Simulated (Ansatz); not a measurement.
Given:

```xyz
8
Lattice="3.9604 0.0000 0.0000 0.0000 3.9616 5.6073 0.0000 -3.9616 5.6073" Properties=species:S:1:pos:R:3 pbc="T T T"
As     1.9802     0.0000     7.0130
As     0.0000     2.0325     4.2407
As     0.0000    -2.0325     4.2407
As     1.9802     0.0000     1.3193
Co     0.0000     0.0000     0.0051
Ga     1.9802    -1.9709     2.8074
Ga     1.9802     1.9709     2.8074
Ga     0.0000     0.0000     5.6030
```

Spin-polarised, with starting moments of sign As0 As0 As0 As0 Co+ Ga0 Ga0 Ga0.

Computed with DFT with r2SCAN, PAW potentials and a 500 eV plane-wave cutoff in Ansatz (a first-principles code), no spin-orbit coupling. Settings: 12×7×7 k-points, 0.05 eV Fermi–Dirac smearing.

**Question.** Predict the largest site moment and band gap.

**Answer.** 
* **Largest site moment**: 1.92 μB
* **Band gap**: zero

Other magnetic orders, which the real material may have, were not ruled out. Each cell is one ordered arrangement of few atoms, which overstates ordering effects compared with a random alloy. Stability against distortions was not tested. The cell was made from GaAs by this change: x(Co) = 0.25, 8 atoms, Amm2.
